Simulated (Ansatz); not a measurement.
System: cubic perovskite EuTiO3. Method: PBEsol-D3(BJ) (Ansatz, an electronic-structure program, PAW).

Settings: plane-wave cutoff 520 eV, 14×14×14 k mesh, Fermi–Dirac smearing 0.05 eV, spin-polarised with parallel moments, scalar-relativistic PAW data made under PBE.

Results at a series of volumes:

```tsv
V (Å³/atom)	E − E_lowest (meV/atom)	P (GPa)
10.744	29.09	14.36
10.972	12.45	9.05
11.201	3.00	4.28
11.430	0.00	0.00
11.658	2.79	-3.85
11.887	10.79	-7.30
12.115	23.45	-10.40
```

Q: Fit the third-order Birch–Murnaghan equation and give B0 and B′.

A: V0 = 11.430 Å³/atom, B0 = 203 GPa, B′ = 4.4 (fit to the energies at full precision).

Note: the magnetic order was assumed, not searched for or taken from measurement; the 4f shell is treated without U or exact exchange, so its levels and filling can be wrong; functionals without U or exact exchange can leave correlated insulators metallic, so the missing gap need not be real.

Spin–orbit coupling is not included; it can open a gap where bands touch, and shift volumes and moduli.

Computed values are for the static lattice.
